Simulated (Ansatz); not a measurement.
The starting structures come from a database of crystals and need not be the phases stable at ambient conditions.

Inside the gap of an insulator the Bloch states are evanescent, with a wavenumber k + iκ along the transport direction.

Here is the system:

```yaml
crystal:
  lattice:
    - [5.68030, 0.00000, 0.00000]
    - [0.00000, 7.26775, 0.00000]
    - [0.00000, 0.00000, 7.26775]
  atoms:
    - { symbol: K, position: [0.00000, 0.50000, 0.50000] }
    - { symbol: K, position: [0.00000, 0.00000, 0.00000] }
    - { symbol: K, position: [0.50000, 0.68439, 0.18439] }
    - { symbol: K, position: [0.50000, 0.31561, 0.81561] }
    - { symbol: K, position: [0.50000, 0.18439, 0.31561] }
    - { symbol: K, position: [0.50000, 0.81561, 0.68439] }
    - { symbol: H, position: [0.50000, 0.50000, 0.50000] }
    - { symbol: H, position: [0.50000, 0.00000, 0.00000] }
    - { symbol: H, position: [0.20285, 0.11522, 0.61522] }
    - { symbol: H, position: [0.79715, 0.88478, 0.38478] }
    - { symbol: H, position: [0.20285, 0.61522, 0.88478] }
    - { symbol: H, position: [0.79715, 0.38478, 0.11522] }
    - { symbol: H, position: [0.20285, 0.88478, 0.38478] }
    - { symbol: H, position: [0.79715, 0.11522, 0.61522] }
    - { symbol: H, position: [0.20285, 0.38478, 0.11522] }
    - { symbol: H, position: [0.79715, 0.61522, 0.88478] }
    - { symbol: Pt, position: [0.00000, 0.00000, 0.50000] }
    - { symbol: Pt, position: [0.00000, 0.50000, 0.00000] }
```

Space group of this cell: P4/mbm. The cell was relaxed by PBE-D3(BJ).

Transport runs along the normal of the first two printed cell vectors, the (100) plane of the conventional cell.

The gap is the functional's own. No spin-orbit coupling. Mid-gap values are interpolated on the energy grid.

Q: Predict the band gap and the smallest decay constant κ at mid-gap from Ansatz (a first-principles code) with r2SCAN.

A: Gap 3.47 eV on a 6×4×4 mesh; κ = 0.389 1/Å, at (0.500, 0.000) of the in-plane reciprocal vectors. At the zone centre, at the nearest computed energy, the slowest state has κ = 0.47 1/Å.
